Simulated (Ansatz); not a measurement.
An Ansatz (a first-principles code) input (PBEsol in Ansatz (plane waves to 420 eV, PAW, no spin-orbit coupling)):

Ansatz 0.2 input:
```yaml
crystal:
  lattice:
    - [0, 2.5910520019, 2.5910520019]
    - [2.5910520019, 0, 2.5910520019]
    - [2.5910520019, 2.5910520019, 0]
  atoms:
    - { symbol: Mg, position: [0, 0, 0] }
    - { symbol: S, position: [0.5, 0.5, 0.5] }
basis: { ecutwfc: 420, ecutrho_ratio: 4, xc_grid: 2, fft_grid_basis: typed }
kpoints: { mp_grid: { grid: [25, 25, 25] } }
hamiltonian:
  xc: pbesol
  dispersion: none
  pseudopotentials: { kind: paw }
total_charge: 0.104371
scf: { occupations: { method: fermi_dirac, width: 0.0259 }, convergence: { dr2_threshold: 0.0000000002 } }
relax: { f_tol: 0.005, max_steps: 30 }
output: { forces: true, stress: true }
checkpoint: { write: state.ck, write_every: 1000 }
```

### Question
Which symmetry and how many k-points will the program report, and about how many plane waves at Γ?

### Answer
Space group Fm-3m (ITA 225) with 48 operations, k-points 455 of 15625, and 645 plane waves at Γ.

Charged cell with a jellium background: band edges are those of the host's band count, energies are not comparable with the neutral cell, and many-body gap narrowing is missing. Whether these cells are dynamically stable was not tested. The cell was made from MgS in the rock salt structure (space group Fm-3m, No. 225) by this change: holes 3.0×10^21 cm⁻³.
